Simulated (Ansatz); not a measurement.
Response to strain in Ti3Al

Base system: Ti3Al (space group P6_3/mmc, No. 194).

```
Ti3Al
1.0
    5.68760     0.00000     0.00000
   -2.84380     4.92561     0.00000
    0.00000     0.00000     4.60837
Ti Al
6 2
Direct
  0.83032   0.66064   0.25000
  0.16968   0.83032   0.75000
  0.33936   0.16968   0.25000
  0.16968   0.33936   0.75000
  0.83032   0.16968   0.25000
  0.66064   0.83032   0.75000
  0.33333   0.66667   0.25000
  0.66667   0.33333   0.75000
```

Cartesian axes are those of the cell as printed.

Strains are applied to the cell and any free atomic positions relax.

Computed with Kohn–Sham DFT with the PBEsol functional, run in Ansatz (a first-principles code) with PAW and 420 eV plane waves, scalar-relativistic without spin-orbit coupling.

Candidates:
(a) isotropic strain −0.25 %
(b) isotropic strain +0.62 %
(c) strain tensor (xx, yy, zz, yz, xz, xy) = (−1.47, −0.40, +0.56, −1.52, −1.04, −1.61) %

Notes on the quantities. energy relative to the base: free energy F.

Q: Order them by energy relative to the base, lowest first.

A: (a) isotropic strain −0.25 % (+0.3 meV/atom), (b) isotropic strain +0.62 % (+2.1 meV/atom), (c) strain tensor (xx, yy, zz, yz, xz, xy) = (−1.47, −0.40, +0.56, −1.52, −1.04, −1.61) % (+9.7 meV/atom)

No phonon test of stability was made. The final runs are not spin-polarised.
